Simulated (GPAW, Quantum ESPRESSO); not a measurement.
A Quantum ESPRESSO input for a self-consistent single point of Ba2PdO3 (Immm, 6 atoms in the cell) (DFT, PBEsol, plane waves, GBRV 1.5 ultrasoft (PBESOL) pseudopotentials):

```fortran
&control
    calculation = 'scf',
    prefix = 'pwscf',
    outdir = './tmp',
    pseudo_dir = './',
    tprnfor = .true.,
    tstress = .true.,
/
&system
    ibrav = 0,
    nat = 6,
    ntyp = 3,
    ecutwfc = 40,
    ecutrho = 320,
    occupations = 'smearing',
    smearing = 'fd',
    degauss = 0.0073499,
/
&electrons
    conv_thr = 1e-10,
    mixing_beta = 0.5,
/
ATOMIC_SPECIES
Ba   137.3270  ba_pbesol_v1.uspp.F.UPF
Pd   106.4200  pd_pbesol_v1.4.uspp.F.UPF
O     15.9990  o_pbesol_v1.2.uspp.F.UPF
CELL_PARAMETERS angstrom
  -1.9397400000     2.0575100000     6.6857450000
   1.9397400000    -2.0575100000     6.6857450000
   1.9397400000     2.0575100000    -6.6857450000
ATOMIC_POSITIONS crystal
Ba    0.6452900000    0.6452900000    0.0000000000
Ba    0.3547100000    0.3547100000    0.0000000000
Pd    0.0000000000    0.0000000000    0.0000000000
O     0.8457900000    0.8457900000    0.0000000000
O     0.1542100000    0.1542100000    0.0000000000
O     0.5000000000    0.0000000000    0.5000000000
K_POINTS automatic
6 6 6  0 0 0
```

Problem. Translate this input to GPAW.

Solution. This is the input that was run; spellings and numerical settings could be chosen otherwise.

```python
from ase import Atoms
from ase.units import GPa
from gpaw import GPAW

atoms = Atoms(['Ba', 'Ba', 'Pd', 'O', 'O', 'O'],
              cell=[[-1.939740, 2.057510, 6.685745],
                    [1.939740, -2.057510, 6.685745],
                    [1.939740, 2.057510, -6.685745]],
              scaled_positions=[[0.645290, 0.645290, 0.000000],
                                [0.354710, 0.354710, 0.000000],
                                [0.000000, 0.000000, 0.000000],
                                [0.845790, 0.845790, 0.000000],
                                [0.154210, 0.154210, 0.000000],
                                [0.500000, 0.000000, 0.500000]],
              pbc=True)

calc = GPAW(mode={'name': 'pw', 'ecut': 950},
            xc='PBEsol',
            kpts={'size': (6, 6, 6), 'gamma': True},
            occupations={'name': 'fermi-dirac', 'width': 0.1},
            nbands=-12,
            symmetry={'symmorphic': False, 'tolerance': 0.0005},
            maxiter=100)

atoms.calc = calc

energy = atoms.get_potential_energy()
print('Energy (eV):', round(energy, 6))
forces = atoms.get_forces()
print('Forces (eV/Ang):')
print(forces.round(5))
stress = atoms.get_stress()
print('Stress (GPa, Voigt):', (stress / GPa).round(4))
```

Basis settings and potentials, where a program has them, do not carry over. This input uses DFT PBEsol, plane waves, GPAW PAW datasets PBEsol (made by gpaw-setup).

The starting cell comes from a database of computed structures (which also holds hypothetical and non-ambient phases and stackings), without a prior relaxation at this level.
